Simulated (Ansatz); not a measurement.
We consider PrF3 (P-3c1, No. 165; cell taken from a computed entry), described by r²SCAN (plane waves, PAW; Ansatz, a first-principles code).

Run with plane-wave cutoff 500 eV, 12×12×6 k mesh (along the axes of the cell as run), Fermi–Dirac smearing 0.05 eV, spin-polarised start, scalar-relativistic PAW data made under PBE.

Computed at the level's own relaxed cell.

Q: Estimate the volume per atom, lattice constant a and c axis length that the calculation returns.

A: 
- volume per atom: 13.01 Å³/atom
- lattice constant a: 7.068 Å
- c axis length: 7.216 Å

Note: the magnetic order was assumed, not searched for or taken from measurement; the relaxation could not lower the start's symmetry, so the cell can be a saddle point above a distorted one; the 4f shell is treated without U or exact exchange, so its levels and filling can be wrong.

Spin–orbit coupling is not included.

Computing time: about 3 core-hours (a rough figure).
